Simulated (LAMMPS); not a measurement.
Cu (fcc) at 810 K and zero pressure, started from the crystal, with several potentials, in cells of their own sizes.

Models:
- EAM-type AlCu.adp: classical MD, pair style adp, file AlCu.adp (LAMMPS); Apostol and Mishin, Phys Rev B 83, 054116 (2011)
- EAM-type AlCu.eam.alloy: classical MD, pair style eam/alloy, file AlCu.eam.alloy (LAMMPS); Cai and Ye, Phys Rev B, 54, 8398-8410 (1996)
- EAM-type CuNi.eam.alloy: classical MD, pair style eam/alloy, file CuNi.eam.alloy (LAMMPS); Onat and Durukanoglu, J Phys Cond Matt, 26, 035404 (2014)
- EAM-type CuZr_mm.eam.fs: classical MD, pair style eam/fs, file CuZr_mm.eam.fs (LAMMPS)
- EAM-type Cu_mishin1.eam.alloy: classical MD, pair style eam/alloy, file Cu_mishin1.eam.alloy (LAMMPS); Mishin, Phys Rev B, 63, 224106 (2001)
- EAM-type Cu_zhou.eam.alloy: classical MD, pair style eam/alloy, file Cu_zhou.eam.alloy (LAMMPS); Zhou et al, Acta Mater, 49, 4005 (2001)
- EAM-type smf7: classical MD, pair style eam, the elements' _smf7.eam files (smf7) (LAMMPS); Foiles, Phys Rev B 32, 7685 (1985)
- EAM-type universal-3 set of Foiles, Baskes and Daw: classical MD, pair style eam, the elements' _u3.eam files (universal-3 set of Foiles, Baskes and Daw) (LAMMPS); Foiles et al, Phys Rev B, 33, 7983 (1986)
- MEAM AlSiMgCuFe.meam: classical MD, pair style meam, file AlSiMgCuFe.meam (LAMMPS); Jelinek, Groh, Horstemeyer, Houze, Kim, Wagner, Moitra and Baskes, Phys Rev B, 85, 245102 (2012)
- MEAM library.meam-Cu: classical MD, pair style meam, file library.meam (library.meam-Cu) (LAMMPS); Baskes, Phys Rev B, 46, 2727-2742 (1992)
- SNAP Cu_Zuo_JPCA2020.quadratic.snap: MD with a machine-learned potential, pair style snap, file Cu_Zuo_JPCA2020.quadratic.snap (LAMMPS); Y. Zuo, C. Chen, X, Li, Z. Deng, Y. Chen, J. Behler, G. Csányi, A. V. Shapeev, A. P. Thompson, M. A. Wood, S. P. Ong, "Performance and Cost Assessment of Machine Learning Interatomic Potentials" J. Phys. Chem. A 124, 4, 731-745 (2020)
- SNAP Cu_Zuo_JPCA2020.snap: MD with a machine-learned potential, pair style snap, file Cu_Zuo_JPCA2020.snap (LAMMPS); Y. Zuo, C. Chen, X, Li, Z. Deng, Y. Chen, J. Behler, G. Csányi, A. V. Shapeev, A. P. Thompson, M. A. Wood, S. P. Ong, "Performance and Cost Assessment of Machine Learning Interatomic Potentials" J. Phys. Chem. A 124, 4, 731-745 (2020)
- bond-order AlCu.bop.table: classical MD, pair style bop, file AlCu.bop.table (LAMMPS); Zhou, Ward, and Foster, Phys. Chem. Chem. Phys., under consideration

```json
[
 {"potential": "bond-order AlCu.bop.table", "state": "crystal; no diffusion seen in 15 ps", "volume": "11.9682 ± 0.0007 Å³/atom", "first peak of g(r)": "2.55 Å, height 4.8", "coordination number": "12.0 (counted to 3.10 Å)", "mean phonon frequency": "5.2 THz", "rough cost (ms per atom and simulated ps)": "10 to 30"},
 {"potential": "EAM-type AlCu.adp", "state": "crystal; no diffusion seen in 30 ps", "volume": "12.3090 ± 0.0005 Å³/atom", "first peak of g(r)": "2.55 Å, height 4.6", "coordination number": "12.0 (counted to 3.14 Å)", "mean phonon frequency": "4.9 THz", "rough cost (ms per atom and simulated ps)": "1 to 3"},
 {"potential": "EAM-type AlCu.eam.alloy", "state": "crystal; no diffusion seen in 30 ps", "volume": "12.4186 ± 0.0003 Å³/atom", "first peak of g(r)": "2.56 Å, height 4.4", "coordination number": "12.1 (counted to 3.18 Å)", "mean phonon frequency": "4.7 THz", "rough cost (ms per atom and simulated ps)": "1 to 3"},
 {"potential": "EAM-type CuNi.eam.alloy", "state": "crystal; no diffusion seen in 30 ps", "volume": "12.3498 ± 0.0006 Å³/atom", "first peak of g(r)": "2.55 Å, height 4.4", "coordination number": "12.0 (counted to 3.18 Å)", "mean phonon frequency": "4.7 THz", "rough cost (ms per atom and simulated ps)": "0.3 to 1"},
 {"potential": "EAM-type CuZr_mm.eam.fs", "state": "crystal; no diffusion seen in 30 ps", "volume": "12.3976 ± 0.0003 Å³/atom", "first peak of g(r)": "2.58 Å, height 4.6", "coordination number": "12.0 (counted to 3.14 Å)", "mean phonon frequency": "4.6 THz", "rough cost (ms per atom and simulated ps)": "3 to 10"},
 {"potential": "EAM-type Cu_mishin1.eam.alloy", "state": "crystal; no diffusion seen in 30 ps", "volume": "12.3083 ± 0.0004 Å³/atom", "first peak of g(r)": "2.56 Å, height 4.6", "coordination number": "12.0 (counted to 3.14 Å)", "mean phonon frequency": "4.9 THz", "rough cost (ms per atom and simulated ps)": "1 to 3"},
 {"potential": "EAM-type Cu_zhou.eam.alloy", "state": "crystal; no diffusion seen in 30 ps", "volume": "12.1867 ± 0.0005 Å³/atom", "first peak of g(r)": "2.55 Å, height 4.2", "coordination number": "12.0 (counted to 3.14 Å)", "mean phonon frequency": "4.5 THz", "rough cost (ms per atom and simulated ps)": "3 to 10"},
 {"potential": "EAM-type smf7", "state": "crystal; no diffusion seen in 30 ps", "volume": "12.3604 ± 0.0005 Å³/atom", "first peak of g(r)": "2.55 Å, height 4.4", "coordination number": "12.1 (counted to 3.18 Å)", "mean phonon frequency": "4.7 THz", "rough cost (ms per atom and simulated ps)": "0.3 to 1"},
 {"potential": "EAM-type universal-3 set of Foiles, Baskes and Daw", "state": "crystal; no diffusion seen in 30 ps", "volume": "12.3246 ± 0.0005 Å³/atom", "first peak of g(r)": "2.55 Å, height 4.4", "coordination number": "12.1 (counted to 3.18 Å)", "mean phonon frequency": "4.7 THz", "rough cost (ms per atom and simulated ps)": "1 to 3"},
 {"potential": "MEAM AlSiMgCuFe.meam", "state": "crystal; no diffusion seen in 30 ps", "volume": "12.3425 ± 0.0002 Å³/atom", "first peak of g(r)": "2.56 Å, height 4.4", "coordination number": "12.0 (counted to 3.18 Å)", "mean phonon frequency": "4.7 THz", "rough cost (ms per atom and simulated ps)": "3 to 10"},
 {"potential": "MEAM library.meam-Cu", "state": "crystal; no diffusion seen in 30 ps", "volume": "12.0273 ± 0.0005 Å³/atom", "first peak of g(r)": "2.57 Å, height 5.8", "coordination number": "12.0 (counted to 3.10 Å)", "mean phonon frequency": "6.5 THz", "rough cost (ms per atom and simulated ps)": "3 to 10"},
 {"potential": "SNAP Cu_Zuo_JPCA2020.quadratic.snap", "state": "crystal; no diffusion seen in 15 ps", "volume": "12.660 ± 0.002 Å³/atom", "first peak of g(r)": "2.57 Å, height 4.2", "coordination number": "12.1 (counted to 3.22 Å)", "mean phonon frequency": "4.6 THz", "rough cost (ms per atom and simulated ps)": "30 to 100"},
 {"potential": "SNAP Cu_Zuo_JPCA2020.snap", "state": "crystal; no diffusion seen in 15 ps", "volume": "12.388 ± 0.003 Å³/atom", "first peak of g(r)": "2.56 Å, height 4.5", "coordination number": "12.0 (counted to 3.18 Å)", "mean phonon frequency": "4.9 THz", "rough cost (ms per atom and simulated ps)": "100 to 300"}
]
```

Costs are rough: whole-run CPU time with set-up and analysis, from shared machines, in bands a factor of about three wide.

Caution: the potential MEAM library.meam-Cu is a first-neighbour MEAM set with a 4 Å cutoff, used here without a parameter file and away from the static properties it was fitted to.

States go by the mean squared displacement: a species diffuses where it passes 1.5 Å², still rises and gives D over 1e-6 cm²/s; a crystal has left its structure where atoms lie 0.35 Å off their sites on average or a cubic box changes its shape by 3 %, or the axial ratios of another lie 8 % off the starting cell's, which the potential's own relaxation can also do.

The ± values are statistical; the model's systematic error is not in them.
